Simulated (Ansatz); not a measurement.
**Response to strain in Ir**

Take Ir in the fcc (Cu type) structure (space group Fm-3m, No. 225; a = 3.845 Å; relaxed with 0.1 eV smearing) as the base.

Strains are applied to the cell and any free atomic positions relax.

Computed with Ansatz (a first-principles code), r2SCAN, PAW, cutoff 500 eV, without spin-orbit coupling.

Notes on the quantities. energy relative to the base: free energy F.

| variant | pressure | shortest interatomic distance | energy relative to the base |
|---|---|---|---|
| base | 0.0 GPa | 2.719 Å | 0 meV/atom |
| isotropic strain −3.00 % | 43.2 GPa | 2.637 Å | +153 meV/atom |
| isotropic strain −2.50 % | 34.6 GPa | 2.651 Å | +104 meV/atom |
| isotropic strain −2.00 % | 26.6 GPa | 2.664 Å | +65 meV/atom |
| isotropic strain −1.50 % | 19.1 GPa | 2.678 Å | +36 meV/atom |
| isotropic strain −1.00 % | 12.2 GPa | 2.692 Å | +16 meV/atom |
| isotropic strain −0.50 % | … | 2.705 Å | … |

Question: Fill in the withheld entries from the trend.

Answer: 
- isotropic strain −0.50 %, pressure: 5.9 GPa
- isotropic strain −0.50 %, energy relative to the base: +3.8 meV/atom

Whether these cells are dynamically stable was not tested. The final runs are not spin-polarised.
